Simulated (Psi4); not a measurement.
Psi4 1.11, HF/def2-svpd, scf_type pk: Ga(Me)2(NH2) ([CH3][Ga]([CH3])[NH2]), 12 atoms. The geometry is a generated start, not checked to be a minimum at this level.

```
Quantity                                         Result
-----------------------  ------------------------------
task                                             energy
method                                              scf
basis                                         def2-svpd
memory                                             7 GB
e_convergence                                     1e-08
d_convergence                                     1e-07
guess                    auto, which took SAD (default)
diis_max_vecs                              10 (default)
scf_initial_accelerator                 adiis (default)
basis functions                                     162
```

```xyz
12

Ga     0.0965    -0.0305     0.0778
C     -1.4036    -1.3956    -0.0752
H     -1.0297    -2.3384    -0.4820
H     -2.2028    -1.0363    -0.7270
H     -1.8288    -1.6039     0.9091
C      0.2433     1.7632    -0.8691
H      0.8890     1.6843    -1.7469
H      0.6722     2.5164    -0.2041
H     -0.7362     2.1127    -1.2050
N      1.4478    -0.4472     1.2355
H      2.2789     0.1123     1.3832
H      1.5735    -1.3373     1.7037
```
Charge 0, spin multiplicity 1.

The reference run uses exact four-centre integrals (scf_type = pk). Each setting ran once; only counts and results are compared.

Measured:

```json
[
 {"setting": "scf_type = cd, cholesky_tolerance = 1e-06", "energy against the reference": "+0.075 meV/atom"},
 {"setting": "scf_type = cd, cholesky_tolerance = 1e-05", "energy against the reference": "+0.022 meV/atom"},
 {"setting": "scf_type = cd, cholesky_tolerance = 0.001", "energy against the reference": "+24 meV/atom"},
 {"setting": "scf_type = cd, cholesky_tolerance = 0.01", "energy against the reference": "+37 meV/atom"}
]
```

### Question
How far does the result lie from the reference with scf_type = cd, cholesky_tolerance = 0.0001 (default)?

### Answer
energy against the reference: +2.0 meV/atom. Total energies are compared; such shifts often cancel in part in energy differences.
